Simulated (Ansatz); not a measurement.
**TlBr in the zinc blende structure (space group F-43m, No. 216; a hypothetical phase, not in the database extracts checked)**

```cif
data_Br4Tl4
_chemical_formula_sum 'Br4 Tl4'
_space_group_name_H-M_alt 'F-43m'
_space_group_IT_number 216
_space_group_name_Hall 'F -4 2 3'
_cell_length_a 7.50378
_cell_length_b 7.50378
_cell_length_c 7.50378
_cell_angle_alpha 90.000
_cell_angle_beta 90.000
_cell_angle_gamma 90.000
loop_
_atom_site_label
_atom_site_type_symbol
_atom_site_symmetry_multiplicity
_atom_site_Wyckoff_symbol
_atom_site_fract_x
_atom_site_fract_y
_atom_site_fract_z
_atom_site_occupancy
Br1 Br 4 c 0.25000 0.25000 0.25000 1
Tl1 Tl 4 a 0.00000 0.00000 0.00000 1
```
(The calculation used a cell of 2 atoms; values per cell refer to that cell.)

Calculations: plane-wave PAW DFT at the PBE level (Ansatz, an electronic-structure program, 420 eV), spin-orbit coupling left out, earlier PAW set. k-mesh 8×8×8 (Γ-centred); smearing 0.05 eV (Fermi–Dirac).

Volume per atom: 52.81 Å³
Density: 4.47 g/cm³
Band gap: 2.96 eV, indirect, W → X
Electron mass: 1.8 mₑ along k, 0.54 mₑ across
Lowest conduction-band minima above the VBM: X along ⟨100⟩ 2.96 eV; a point along ⟨110⟩, about 0.4 Å⁻¹ from Γ 3.80 eV; a point along ⟨111⟩, about 0.4 Å⁻¹ from Γ 3.86 eV
Total energy: -7115.571 eV/atom (σ→0; compares only within this code and set-up)

With Tl present, leaving out spin-orbit coupling can change the band edges. Effective masses come from finite differences of ±0.01 Å⁻¹. Along k means along the line from Γ to the band edge. Whether these cells are dynamically stable was not tested.
